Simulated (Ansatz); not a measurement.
The parent structure is MgO in the rock salt structure (space group Fm-3m, No. 225; a = 4.214 Å).

The change: the cell is scaled by 1.0374 in all directions; the atoms relax in the strained cell.

Levels (all Ansatz, a quantum-chemistry and plane-wave program, PAW): PBEsol (420 eV, no spin-orbit coupling); HSE06 (420 eV, scalar-relativistic without spin-orbit coupling).

The geometry is relaxed with PBEsol.

| Quantity | Value |
|---|---|
| PBEsol lowest conduction level above the VBM at special points | Γ 3.64 eV; L 7.08 eV; X 8.74 eV |

With HSE06 at the same geometry, the lowest conduction level above the VBM at special points goes from Γ 3.64 eV; L 7.08 eV; X 8.74 eV to Γ 5.37 eV; L 8.94 eV; X 10.65 eV.

Single points use the geometry relaxed with PBEsol. The levels and masses belong to the bands next to the band gap. Stability against distortions was not tested. The base started in Pnma and relaxed to Fm-3m at this level.
